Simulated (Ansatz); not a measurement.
**AlNi3, pressure series**

The parent structure is AlNi$_{3}$ in the Cu3Au type structure (space group Pm-3m, No. 221; weakly magnetic (sensitive to the mesh)).

Space group Pm-3m (No. 221); a = 3.5668 Å, b = 3.5668 Å, c = 3.5668 Å, α = 90.00°, β = 90.00°, γ = 90.00°

```json
[
 {"atom": "Ni", "site": "3c", "symmetry": "4/mm.m", "x": "0.0000", "y": "0.5000", "z": "0.5000"},
 {"atom": "Al", "site": "1a", "symmetry": "m-3m", "x": "0.0000", "y": "0.0000", "z": "0.0000"}
]
```

Cell and atoms are relaxed at each pressure.

Computed with plane-wave PAW DFT at the PBE level (Ansatz, a first-principles code, 420 eV), spin-orbit coupling left out.

Notes on the quantities. enthalpy: H = E + PV relative to the base's energy.

```json
[
 {"change": "base", "lattice parameter a": "356.7 pm", "enthalpy": "–"},
 {"change": "pressure −2 GPa", "lattice parameter a": "358.0 pm", "enthalpy": "-0.14 eV/atom"},
 {"change": "pressure −1 GPa", "lattice parameter a": "___", "enthalpy": "-0.07 eV/atom"},
 {"change": "pressure 3 GPa", "lattice parameter a": "___", "enthalpy": "+0.21 eV/atom"},
 {"change": "pressure 7 GPa", "lattice parameter a": "352.5 pm", "enthalpy": "+0.49 eV/atom"},
 {"change": "pressure 15 GPa", "lattice parameter a": "348.4 pm", "enthalpy": "+1.02 eV/atom"},
 {"change": "pressure 30 GPa", "lattice parameter a": "342.2 pm", "enthalpy": "+1.99 eV/atom"},
 {"change": "pressure 50 GPa", "lattice parameter a": "335.7 pm", "enthalpy": "+3.20 eV/atom"},
 {"change": "pressure 75 GPa", "lattice parameter a": "329.3 pm", "enthalpy": "+4.63 eV/atom"},
 {"change": "pressure 100 GPa", "lattice parameter a": "324.2 pm", "enthalpy": "+5.99 eV/atom"}
]
```

Problem. Some entries are withheld; estimate them.

Solution. 
- pressure −1 GPa, lattice parameter a: 357.3 pm
- pressure 3 GPa, lattice parameter a: 354.8 pm

The magnetic state is the one reached from the starting moments; the real material's order can differ, and small cells can't hold many antiferromagnetic ones. Load acts through the strain it causes; cell and atoms are relaxed under it. No phonon test of stability was made. No other phases were tried under pressure.
